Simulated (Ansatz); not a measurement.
Consider a 48-atom cell of (Ti,Mo)Si2 started in the TiSi2 (C54) type structure, site fractions Ti 0.250, Mo 0.750, short-range order 0.00 among the nearest mixed sites of the first mixed sublattice (0 is random, a negative value favours unlike neighbours), space group P1 at the end. Its start:

```yaml
crystal:
  lattice:
    - [9.42736, -0.00309, -0.00824]
    - [2.35057, 8.09983, 4.33592]
    - [2.35591, -8.10067, 4.33451]
  atoms:
    - { symbol: Ti, position: [0.74946, 0.00715, 0.00318] }
    - { symbol: Ti, position: [0.50092, 0.74701, 0.24624] }
    - { symbol: Mo, position: [0.25330, 0.99044, 0.99902] }
    - { symbol: Ti, position: [0.49975, 0.25463, 0.74692] }
    - { symbol: Mo, position: [0.74561, 0.50328, 0.50560] }
    - { symbol: Mo, position: [0.99732, 0.74894, 0.25713] }
    - { symbol: Mo, position: [0.00183, 0.24690, 0.75166] }
    - { symbol: Mo, position: [0.25026, 0.49641, 0.49502] }
    - { symbol: Mo, position: [0.74647, 0.37536, 0.12830] }
    - { symbol: Mo, position: [0.50402, 0.11735, 0.37541] }
    - { symbol: Mo, position: [0.25082, 0.37223, 0.11573] }
    - { symbol: Ti, position: [0.49976, 0.62041, 0.87712] }
    - { symbol: Mo, position: [0.74596, 0.88435, 0.63613] }
    - { symbol: Mo, position: [0.00048, 0.12942, 0.37319] }
    - { symbol: Mo, position: [0.99467, 0.63438, 0.87522] }
    - { symbol: Mo, position: [0.25603, 0.87284, 0.61584] }
    - { symbol: Si, position: [0.74932, 0.17769, 0.82931] }
    - { symbol: Si, position: [0.50333, 0.91788, 0.07774] }
    - { symbol: Si, position: [0.25235, 0.17183, 0.82093] }
    - { symbol: Si, position: [0.49849, 0.41861, 0.57579] }
    - { symbol: Si, position: [0.74936, 0.67152, 0.33511] }
    - { symbol: Si, position: [0.99809, 0.92873, 0.07692] }
    - { symbol: Si, position: [0.99942, 0.42772, 0.57439] }
    - { symbol: Si, position: [0.24993, 0.66814, 0.32468] }
    - { symbol: Si, position: [0.75537, 0.82249, 0.17386] }
    - { symbol: Si, position: [0.49908, 0.57528, 0.42513] }
    - { symbol: Si, position: [0.24223, 0.83007, 0.17182] }
    - { symbol: Si, position: [0.49420, 0.07709, 0.92682] }
    - { symbol: Si, position: [0.75803, 0.32892, 0.66980] }
    - { symbol: Si, position: [0.99937, 0.58182, 0.41897] }
    - { symbol: Si, position: [0.00750, 0.08048, 0.91783] }
    - { symbol: Si, position: [0.24322, 0.33264, 0.66986] }
    - { symbol: Si, position: [0.74784, 0.71050, 0.79701] }
    - { symbol: Si, position: [0.49944, 0.45341, 0.04499] }
    - { symbol: Si, position: [0.25167, 0.69580, 0.79502] }
    - { symbol: Si, position: [0.50489, 0.95403, 0.54291] }
    - { symbol: Si, position: [0.74801, 0.20570, 0.29784] }
    - { symbol: Si, position: [0.99638, 0.44919, 0.05241] }
    - { symbol: Si, position: [0.00012, 0.94896, 0.55226] }
    - { symbol: Si, position: [0.25396, 0.19740, 0.29846] }
    - { symbol: Si, position: [0.75821, 0.54287, 0.95196] }
    - { symbol: Si, position: [0.49534, 0.29998, 0.20156] }
    - { symbol: Si, position: [0.23937, 0.54825, 0.95683] }
    - { symbol: Si, position: [0.49803, 0.80032, 0.70062] }
    - { symbol: Si, position: [0.75660, 0.04762, 0.45112] }
    - { symbol: Si, position: [0.00326, 0.29384, 0.20699] }
    - { symbol: Si, position: [0.00356, 0.79587, 0.70579] }
    - { symbol: Si, position: [0.24736, 0.04424, 0.45354] }
```

The mixing enthalpy is taken against the end members in the TiSi2 (C54) type type (which need not be the stable form of every end member), relaxed in the same cell and mesh.

All values below come from PBE (plane waves to 420 eV, PAW; Ansatz, a first-principles code). Spin–orbit coupling is left out; the runs are not spin-polarised. Its k-point mesh 4×4×4, Fermi–Dirac width 0.05 eV.

```json
[
 {"end member": "TiSi2", "weight": "0.250", "volume per atom (Å³)": "14.18"},
 {"end member": "MoSi2", "weight": "0.750", "volume per atom (Å³)": "13.56"}
]
```

### Question
Predict the alloy's volume, bond lengths and mixing enthalpy.

### Answer
volume per atom: 13.74 Å³
Mo–Si bonds (within 1.22 times the sum of covalent radii): 2.654 Å on average, from 2.527 to 2.874 (120)
Si–Ti bonds (within 1.22 times the sum of covalent radii): 2.651 Å on average, from 2.545 to 2.886 (40)
mixing enthalpy per site of the mixed sublattice: -1 meV
departure of the mean lattice parameter from Vegard's line: under 0.15 %, inside the noise of the relaxations
